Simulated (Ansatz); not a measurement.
Effect of pressure 1.5 GPa on Lu

Consider Lu in the hcp (Mg type) structure (space group P6_3/mmc, No. 194; a = 3.504 Å, c = 5.452 Å).

The change: a hydrostatic pressure of 1.5 GPa.

Calculations: Ansatz (a program for electronic structure), r2SCAN, PAW, cutoff 500 eV, no spin-orbit coupling, earlier PAW set. Settings: 15×15×9 k-points, 0.05 eV Fermi–Dirac smearing.

- Density = 10.33 g/cm³ (base 10.02 g/cm³)
- Lattice parameter a = 3.471 Å (base 3.504 Å)
- c/a ratio = 1.553 (base 1.556)
- Shortest interatomic distance = 3.359 Å (base 3.395 Å)
- Enthalpy H = E + PV relative to the base's energy = +0.27 eV/atom
- Band gap = zero (base zero)

Cost of the whole job for the changed cell (relaxation, final SCF and bands): about 4 core-minutes (a rough figure).

Load acts through the strain it causes; cell and atoms are relaxed under it. No phonon test of stability was made.
